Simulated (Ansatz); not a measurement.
## How the lattice parameter a of MoP (model structure, started from the NbAs type, I4₁md, No. 109, 4 atoms in the cell) moves with the method

No measured value is used here.

```
level (code)         value (Å)
-------------------  ---------
PBE (Ansatz)               ___
PBEsol (Ansatz)          3.193
PBE-D3(BJ) (Ansatz)      3.192
```

Question: Some entries are withheld; supply them.

Answer: 
- PBE (Ansatz, a quantum-chemistry and plane-wave program), value (Å): 3.220

Ansatz's density-functional and Hartree–Fock values are scalar-relativistic unless marked +SOC, with PAW data made under PBE.

A model structure was made by putting elements into a prototype or built by hand; it is no filed structure, need not be a known phase, and can be a saddle point held by its symmetry.
